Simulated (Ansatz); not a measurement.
We consider BaHfO3 (Pm-3m, No. 221, 5 atoms in the cell; start mp-998552), described by PBE (Ansatz, an electronic-structure program, plane waves, PAW).

Run with plane-wave cutoff 520 eV, 8×8×8 k mesh, scalar-relativistic PAW data made under PBE.

Computed at the level's own relaxed cell.

Elastic tensor (GPa, Voigt notation, ions relaxed):

```
  308.5    78.9    78.9     0.0     0.0     0.0
   78.9   308.5    78.9     0.0     0.0     0.0
   78.9    78.9   308.5     0.0     0.0     0.0
    0.0     0.0     0.0    89.7     0.0     0.0
    0.0     0.0     0.0     0.0    89.7     0.0
    0.0     0.0     0.0     0.0     0.0    89.7
```

Task: Work out the Voigt, Reuss and Hill averages of the bulk and shear moduli, Young's modulus and Poisson's ratio from the printed constants.

Result: K_V = [C11 + C22 + C33 + 2(C12 + C13 + C23)]/9 = [925.5 + 2 × 236.7]/9 = 155.4 GPa. G_V = [925.5 − 236.7 + 3 × 269.1]/15 = 99.7 GPa. From the compliances S = C⁻¹, K_R = 155.4 and G_R = 98.3 GPa. Hill means: K = 155.4, G = 99.0 GPa. E = 9KG/(3K + G) = 245 GPa, ν = (3K − 2G)/(6K + 2G) = 0.24, K/G = 1.57.

Note: the relaxation could not lower the start's symmetry, so the cell can be a saddle point above a distorted one.

Spin–orbit coupling is not included.

A start named mp-… is a Materials Project structure, which need not be a measured phase.
